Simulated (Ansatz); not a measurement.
Structures of equal composition on the (111) surface of fcc Ir: a layer of Ni in place of the second plane; a layer of Ni in place of the third plane. The slabs share one bottom face, and each structure is named by its start. These are constructed structures in small cells; real faces may alloy, dewet or reconstruct in larger ones, and not all known structures of the face are among them. Slabs of about 11 Å, Fermi-Dirac smearing of 0.1 eV. Bottom of the slabs: a bare face, its two planes held. Relaxed from the named starts with such symmetry as they have, on meshes of like density; energies extrapolated to zero smearing; spin only where a row says so; no spin-orbit coupling, no U. Brackets mark spin-polarised runs, whose order is one that fits the cell.

Calculation: PBE (plane waves to 420 eV, PAW; Ansatz, a program for electronic structure).

### Question
Rank these by energy per 1x1 cell (lowest first), as PBE gives it.

### Answer
a layer of Ni in place of the second plane (0.000 eV [spin, 0.7 μB a cell]), a layer of Ni in place of the third plane (0.127 eV [spin start, no net moment])
